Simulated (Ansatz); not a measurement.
A computed series for AlN: pressure series

The parent structure is AlN in the wurtzite structure (space group P6_3mc, No. 186; a = 3.0888 Å, c = 4.9433 Å).

Cell and atoms are relaxed at each pressure.

The values are results of LDA, PAW, 420 eV (Ansatz, a quantum-chemistry and plane-wave program; scalar-relativistic without spin-orbit coupling), not measurements.

```tsv
P (GPa)	V (Å³/atom)
-2.00	10.310
-1.00	10.260
0.90	10.167
2.10	10.111
4.50	10.002
9.00	9.813
15.00	9.584
22.50	9.328
30.00	9.100
```

Question: Fit a third-order Birch–Murnaghan equation of state.

Answer: Least squares on P(V) = (3B₀/2)[(V₀/V)^(7/3) − (V₀/V)^(5/3)]·[1 + (3/4)(B₀′ − 4)((V₀/V)^(2/3) − 1)] gives V₀ = 10.21 Å³/atom, B₀ = 210 GPa and B₀′ = 3.7.

Load acts through the strain it causes; cell and atoms are relaxed under it. Whether these cells are dynamically stable was not tested. Measured, AlN leaves this structure (for rock salt) near 14 GPa (temperature not stated; as listed in Datta, Sujoy, Jana, Debnarayan, arXiv (2020)), on rising pressure, with hysteresis.
